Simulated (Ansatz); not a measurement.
The starting structures come from a database of crystals and need not be the phases stable at ambient conditions.

Tunnelling through a barrier is set by its complex band structure: the current falls as exp(−2κd) with the smallest κ.

Consider the following.

```xyz
8
Lattice="5.3207 0.0000 0.0000 -2.6603 4.6078 0.0000 0.0000 0.0000 9.4701" Properties=species:S:1:pos:R:3 pbc="T T T"
Na     0.0000     3.0719     8.6860
Na     2.6603     1.5360     0.7841
Na     2.6603     1.5360     3.9509
Na     0.0000     3.0719     5.5192
Na     0.0000     0.0000     2.3675
Na     0.0000     0.0000     7.1026
Sb     2.6603     1.5360     7.1026
Sb     0.0000     3.0719     2.3675
```

Space group of this cell: P6_3/mmc. The cell is taken as given.

Transport runs along the normal of the first two printed cell vectors, the (001) plane of the conventional cell.

The gap is the functional's own, uncorrected, and κ follows it; spin-orbit coupling is left out. Mid-gap values are interpolated between the computed energies.

Question: State the band gap and the smallest decay constant κ at mid-gap according to PBEsol run with Ansatz (a program for electronic structure).

Answer: Gap 0.42 eV on a 12×12×4 mesh; κ = 0.052 1/Å, at the zone centre.
